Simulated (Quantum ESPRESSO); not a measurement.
## A series of runs on Ti (P6_3/mmc, 4 atoms in the cell)

```
CELL_PARAMETERS angstrom
      2.97545     0.00000     0.00000
     -1.48772     2.57681     0.00000
      0.00000     0.00000     9.57351
ATOMIC_POSITIONS crystal
  Ti 0.00000 0.00000 0.00000
  Ti 0.00000 0.00000 0.50000
  Ti 0.33333 0.66667 0.25000
  Ti 0.66667 0.33333 0.75000
```

Base run A: Quantum ESPRESSO with PBEsol, PseudoDojo standard norm-conserving (PBESOL) pseudopotentials, self-consistent single point.

Its settings: ecutwfc = 85 Ry; occupations = smearing; smearing = marzari-vanderbilt; degauss = 0.0036749 Ry; potentials = {Ti: Ti.upf}; K_POINTS = automatic 10 10 3 0 0 0; conv_thr = 1e-10 Ry.

The starting cell was generated: these elements placed on a structure prototype, without a prior relaxation; it need not be a known phase or ordering of this composition. Its lattice was rescaled by a random factor within 2.5 % of one. Spin polarisation is off. In the base run, with a pressure of about -9 GPa the cell is away from its equilibrium volume at this level.

Runs:
- B: input_dft: default → pw91; potentials: PseudoDojo standard norm-conserving (PBE) [PW91]
- C: input_dft: default → wc; potentials: PseudoDojo standard norm-conserving (PBE) [Wu-Cohen GGA]
- D: input_dft: default → b86bpbe; potentials: PseudoDojo standard norm-conserving (PBE) [B86bPBE]
- E: input_dft: default → vdw-df; potentials: PseudoDojo standard norm-conserving (PBE) [vdW-DF]
- F: input_dft: default → vdw-df2; potentials: PseudoDojo standard norm-conserving (PBE) [vdW-DF2]
- G: input_dft: default → vdw-df-cx; potentials: PseudoDojo standard norm-conserving (PBE) [vdW-DF-cx]
- H: input_dft: default → vdw-df-obk8; potentials: PseudoDojo standard norm-conserving (PBE) [optB88-vdW]

Problem. What does run F change against A?

Solution. The pressure goes from -8.80 to -1.80 GPa.

Problem. What does run B change against A?

Solution. The pressure goes from -8.80 to -5.37 GPa.

Problem. What does run G change against A?

Solution. The pressure goes from -8.80 to -8.44 GPa.

```tsv
run	pressure (GPa)
A	-8.80
B	-5.37
C	-8.70
D	-4.43
E	-2.47
F	-1.80
G	-8.44
H	-6.74
```
